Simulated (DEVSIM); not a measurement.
System: abrupt Ge p-n junction, at 300 K.

Layer 1 from the left is Ge, thickness (μm) 1.30, Na (cm⁻³) 2.6e16, τn (s) 1.6e-6, τp (s) 1.6e-6. Layer 2 from the left is Ge, thickness (μm) 1.10, Nd (cm⁻³) 3.2e16, τn (s) 1.6e-6, τp (s) 1.6e-6.

Left contact: ohmic. Right contact: ohmic. Voltage is applied to the left contact. Recombination: SRH at mid-gap, radiative. Mobility is μmin + (μ − μmin)/(1 + (N/Nref)^α).

This is a model device: material constants are rounded textbook-type values typed into the input, and sizes, dopings and lifetimes were drawn at random. Values at 300 K.

Ge: gap (eV) 0.664, affinity (eV) 4, permittivity 16, Nc (cm⁻³) 1.04e19, Nv (cm⁻³) 6e18, μn (cm²/Vs) 3900, μp (cm²/Vs) 1900, μn,min 150, μp,min 100, Nref,n 2.6e17, Nref,p 4e17, αn 0.56, αp 0.6, B (cm³/s) 6.4e-14.

Problem. Estimate by hand the built-in potential, the peak field at zero bias, and compare with a numerical solution.

Solution. 
- Built-in potential: ni = √(Nc Nv) exp(−Eg/2kT) = 2.09e13 cm⁻³ with Eg = 0.664 eV; Vbi = kT/q ln(Na Nd/ni²) = 0.374 V; numerical 0.374 V.
- Peak field at zero bias: depletion approximation: W = √(2εVbi/(qN)) = 0.215 μm with N = 1.43e16 cm⁻³; field = 2Vbi/W = 34800 V/cm; numerical 32300 V/cm (estimate above by 7.7 %).

Model (solved in DEVSIM): 1D drift-diffusion, Boltzmann statistics, complete ionisation; no tunnelling, impact ionisation, image-force lowering or self-heating.
